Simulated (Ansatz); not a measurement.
Functionals compared on the (310) surface of alpha tin in its 1x1 cell, outermost plane spacing 1.05 Å in the ideal cut, in Ansatz (plane waves, PAW). The structure was relaxed with PBE; the other rows are single points on it, each with its references at the same level. Cutoff 420 eV (500 eV for r2SCAN).

Set-up: 22 atoms, 10.5 Å thick at the start; mesh 6x4x1; 0.1 eV smearing; dipole correction on; all atoms relaxed; held to the start's symmetry, so lower structures may exist; no spin, no spin-orbit, no U. These notes are the PBE run's.

```json
[
 {"functional": "PBE", "surface energy (J/m²)": "0.55", "work function of the top face (eV)": "4.05", "rough cost of the single point": "–"},
 {"functional": "LDA", "surface energy (J/m²)": "0.69", "work function of the top face (eV)": "4.32", "rough cost of the single point": "roughly 10 core-minutes"},
 {"functional": "PBEsol", "surface energy (J/m²)": "0.62", "work function of the top face (eV)": "4.13", "rough cost of the single point": "around 10 core-minutes (rough)"},
 {"functional": "RPBE", "surface energy (J/m²)": "0.48", "work function of the top face (eV)": "3.93", "rough cost of the single point": "roughly 10 core-minutes"},
 {"functional": "r2SCAN", "surface energy (J/m²)": "0.72", "work function of the top face (eV)": "4.13", "rough cost of the single point": "about 18 core-minutes (a rough figure)"}
]
```

Ansatz is a first-principles code.
